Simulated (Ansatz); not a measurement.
We consider GePd2 (P-62m, No. 189; cell taken from a computed entry), described by LDA (Ansatz, an electronic-structure program, plane waves, PAW).

Settings: plane-wave cutoff 520 eV, 12×12×16 k mesh (along the axes of the cell as run), Fermi–Dirac smearing 0.05 eV, scalar-relativistic PAW data made under PBE.

Computed at the level's own relaxed cell.

Task: Predict the equilibrium lattice constant a and c axis length.

Result: 
* **equilibrium lattice constant a**: 6.629 Å
* **c axis length**: 3.391 Å

The run finds no gap.

Note: the relaxation could not lower the start's symmetry, so the cell can be a saddle point above a distorted one.

The computed numbers hold no vibrational or temperature effects.

Cost on a shared machine: about 18 core-minutes (a rough figure).
